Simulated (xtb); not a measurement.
xtb 6.7.1, GFN1-xTB: Co(CO)3(MeCN)(SiMe3) anion, charge -1, multiplicity 2, 26 atoms. The geometry is a generated start, not checked to be a minimum at this level.

```json
{
 "method": "GFN1-xTB",
 "--acc": "1 (default)",
 "--etemp (K)": "300 (default)",
 "detailed input (--input)": "none: ANC optimiser, Lindh (1995) Hessian, microcycle=20, maxdispl=1.0, hlow=0.01 (default)",
 "basis_functions": "92",
 "valence_electrons": "81"
}
```

```xyz
26

Co    -1.4706     0.6192     0.5459
O     -1.7873     0.1775     3.3826
C     -1.6315     0.3442     2.2562
O     -3.3823    -1.5755     0.1790
C     -2.7072    -0.6519     0.2745
O     -0.8093     3.4217     1.1195
C     -1.1625     2.3601     0.8560
C     -0.8418     1.1614    -3.7403
C     -1.0281     0.9703    -2.3340
N     -1.1729     0.8109    -1.2018
H      0.1555     0.8300    -4.0324
H     -0.9543     2.2170    -3.9879
H     -1.5863     0.5850    -4.2897
Si     0.6641    -0.4811     0.8247
C      0.5759    -2.3568     0.3662
C      1.5412    -0.4355     2.5406
C      1.9782     0.2689    -0.3836
H      1.5709    -2.7905     0.3914
H     -0.0437    -2.9071     1.0673
H      0.1683    -2.5167    -0.6273
H      0.9549    -0.9407     3.3017
H      1.7120     0.5814     2.8801
H      2.5055    -0.9316     2.4840
H      2.0810     1.3420    -0.2586
H      1.7240     0.0790    -1.4214
H      2.9465    -0.1813    -0.1925
```

Charge -1 and multiplicity 2 are set for this test and not shown to be the ground state. GFN-xTB has no spin term: --uhf 1 sets the occupations alone.

The structure is relaxed from this start with --opt LEVEL for the levels crude, sloppy, loose, lax, normal, tight, vtight, extreme, once each. Up to the end of the extreme run atoms move by at most 1.0 Å along an axis.

### Question
Which level is enough to come within 20 meV of the tightest end point?

### Answer
sloppy: 30 cycles against 117, ending 6.0 meV above.

| level | cycles | energy above the extreme run (meV) | gradient norm (eV/Å) |
|---|---|---|---|
| crude | 20 | 50 | 0.45 |
| sloppy | 30 | 6.0 | 0.19 |
| loose | 32 | 4.3 | 0.15 |
| lax | 36 | 2.2 | 0.088 |
| normal | 47 | 0.38 | 0.023 |
| tight | 50 | 0.26 | 0.019 |
| vtight | 68 | 0.13 | 0.0069 |
| extreme | 117 | — | 0.0030 |
